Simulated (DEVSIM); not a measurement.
Device: Ru/La2O3/p-Si capacitor, at 300 K.

```
layer (left to right)  material  thickness (nm)  Na (cm⁻³)
---------------------  --------  --------------  ---------
1                         La2O3            4.50          -
2                            Si            1700     5.5e16
```

Metal gate on the left, work function 4.7 eV. Fixed charge at the semiconductor interface -1.5e11 cm⁻² (in units of +e); no interface traps.

The device is made up for the run: typed textbook-type constants, with dimensions and the other settings drawn at random. Values at 300 K.

| parameter | La2O3 | Si |
|---|---|---|
| gap (eV) | 5.8 | 1.124 |
| affinity (eV) | 1.8 | 4.05 |
| permittivity | 27 | 11.7 |
| Nc (cm⁻³) | - | 2.86e19 |
| Nv (cm⁻³) | - | 3.1e19 |

DEVSIM, 1D Poisson equation in equilibrium, Boltzmann statistics, complete ionisation; no quantum confinement or tunnelling. Metal contacts follow the ideal Schottky-Mott rule: no Fermi-level pinning, no interface dipoles.

Problem. Tabulate band edges, carrier densities and field at 0.2 V on the gate.

Solution. Energies count from the Fermi level of the right contact; mesh points crowd at the junctions.

```
x (μm)     Ec (eV)  Ev (eV)  n (cm⁻³)  p (cm⁻³)  field (V/cm)
---------  -------  -------  --------  --------  ------------
0.000        2.700   -3.100     < 1e2     < 1e2         48000
0.0009900    2.705   -3.095     < 1e2     < 1e2         48000
0.002250     2.711   -3.089     < 1e2     < 1e2         48000
0.003599     2.717   -3.083     < 1e2     < 1e2         48000
0.004811     0.475   -0.649    3.0e11     3.8e8         88000
0.006236     0.487   -0.637    1.9e11     6.2e8         87000
0.009238     0.513   -0.611    6.9e10     1.7e9         85000
0.01805      0.584   -0.540     4.4e9    2.7e10         77000
0.03330      0.692   -0.432     6.8e7    1.7e12         64000
0.06230      0.843   -0.281    200000    5.8e14         40000
0.1234       0.953   -0.171      2800    4.2e16          3900
0.3028       0.960   -0.164      2100    5.5e16           ≈ 0
0.6130       0.960   -0.164      2100    5.5e16           ≈ 0
1.099        0.960   -0.164      2100    5.5e16           ≈ 0
1.470        0.960   -0.164      2100    5.5e16           ≈ 0
1.586        0.960   -0.164      2100    5.5e16           ≈ 0
1.647        0.960   -0.164      2100    5.5e16           ≈ 0
1.676        0.960   -0.164      2100    5.5e16           ≈ 0
1.694        0.960   -0.164      2100    5.5e16           ≈ 0
1.700        0.960   -0.164      2100    5.5e16           ≈ 0
1.703        0.960   -0.164      2100    5.5e16           ≈ 0
1.704        0.960   -0.164      2100    5.5e16           ≈ 0
```
